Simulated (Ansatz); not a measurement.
Base system: CaZrF$_{6}$ (space group Fm-3m, No. 225; a = 8.511 Å; a cell from a computed database, its experimental status unchecked). Axes: x, y, z lie along the cube axes.

Calculations: Ansatz (a program for electronic structure), PBEsol, PAW, cutoff 420 eV, no spin-orbit coupling.

A first run, uniaxial strain ε_yy = −0.66 %, gives secant values C11 ≈ 160 GPa and C12 ≈ 10 GPa from its stress. A second run applies uniaxial stress, 2 GPa tension along x.

Q: What does linear elasticity predict for Young's modulus in the second run, and what does the run give?

A: Linear elasticity: (C11 − C12)(C11 + 2 C12)/(C11 + C12) = 160 GPa. The run gives 140 GPa; any difference comes from nonlinear terms at these strains and numerical noise.

Stability under load was not tested beyond the relaxation.
